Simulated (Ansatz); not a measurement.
For Hf₃Si (model structure, started from the A15 type, Pm-3n, No. 223, 8 atoms in the cell), PBE (Ansatz, a quantum-chemistry and plane-wave program, plane waves, PAW) gives:

| Property | Result |
|---|---|
| lattice parameter a | 5.399 Å |
| enthalpy of formation | -0.226 eV/atom |

### Question
What does PBE-D3(BJ) in Ansatz (PAW) give for the same quantities?

### Answer

- lattice constant a: 5.339 Å (falls by 1.1 %)
- formation enthalpy: -0.278 eV/atom (moves by -0.052 eV/atom)

Changes are worked out from the printed values.

Unless a cell is named, each level is at its own relaxed cell (PBE 19.67, PBE-D3(BJ) 19.02 Å³/atom).

Levels without +SOC leave out spin–orbit coupling, which shifts energies and cells of such heavy elements.

Ansatz's density-functional and Hartree–Fock values are scalar-relativistic unless marked +SOC, with PAW data made under PBE.

A model structure was made by putting elements into a prototype or built by hand; it is no filed structure, need not be a known phase, and can be a saddle point held by its symmetry.
